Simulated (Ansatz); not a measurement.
**How far to go with the k-point mesh: the (001) slab of Sn (cut from a parent of space group no. 71; 4 atoms in the cell)**

```xyz
4
Lattice="3.3926 0.0000 0.0000 0.0000 3.9210 0.0000 0.0000 0.0000 20.3426" Properties=species:S:1:pos:R:3 pbc="T T T"
Sn     0.0000     0.0000     9.1142
Sn     1.6963     1.9605     7.0000
Sn     0.0000     0.0000    13.3426
Sn     1.6963     1.9605    11.2284
```

Computed with PBEsol, default PAW files made with PBE (plane waves; Ansatz, a program for electronic structure).

Base settings: basis.ecutwfc = 30.9 Ry; kpoints.mp_grid.grid = 9 8 1; hamiltonian.xc = pbesol; hamiltonian.pseudopotentials = {kind: paw} (the program's default PAW files); scf.occupations.method = fermi_dirac; scf.occupations.width = 0.0073 Ry.

Only quantities that move along the ladder and can be compared are tabulated.

The count of work is k-points × plane waves × bands × iterations; it is no time. Core times come from one kind of shared machine, to one figure; runs under 30 s give none.

The starting cell comes from a database of computed structures (which also holds hypothetical and non-ambient phases and stackings), without a prior relaxation at this level. The slab is cut from that crystal, and its faces are unrelaxed. Its lattice was rescaled by up to half a per cent.

Steps (kpoints.mp_grid.grid): 2 2 1; 3 2 1; 3 3 1; 4 4 1; 5 4 1; 5 5 1; 6 5 1; 7 6 1; 8 7 1; 9 8 1; 10 8 1; 11 10 1; 13 12 1; 16 13 1; 18 16 1; 21 18 1; 25 22 1.

Question: What is the coarsest kpoints.mp_grid.grid that holds the forces within 0.02 eV/Å?

Answer: Not settled: the last two steps still differ by 0.015 eV/Å, over half the tolerance, so the ladder does not show it.

Question: What is the coarsest kpoints.mp_grid.grid that holds the free energy within 2 meV/atom of the last step, with all finer ones?

Answer: 13 12 1, at 0.31 of the last step's count of work; the step before is off by 2.9 meV/atom.

```tsv
kpoints.mp_grid.grid	free energy less the last step's (meV/atom)	largest difference of a force vector from the last step's (eV/Å)	count of work / last	core time / last (rough)
2 2 1	-446.49	0.489	0.029	–
3 2 1	-15.15	0.064	0.029	–
3 3 1	18.83	0.411	0.029	–
4 4 1	19.05	0.121	0.058	–
5 4 1	14.97	0.173	0.058	–
5 5 1	12.35	0.248	0.058	–
6 5 1	7.29	0.087	0.077	–
7 6 1	-9.79	0.174	0.10	–
8 7 1	-5.90	0.051	0.13	–
9 8 1	2.48	0.056	0.16	–
10 8 1	3.81	0.022	0.19	–
11 10 1	-2.86	0.031	0.23	–
13 12 1	0.97	0.014	0.31	–
16 13 1	-0.61	0.009	0.40	–
18 16 1	-0.52	0.014	0.58	0.4
21 18 1	0.06	0.015	0.71	0.5
25 22 1	0.00	0.000	1.0	1
```

Two neighbours can agree and both be off: 3 3 1 and 4 4 1 differ by 0.22 meV/atom in the free energy, yet lie about 19 meV/atom from the last step.

Keys are those of Ansatz 0.2.
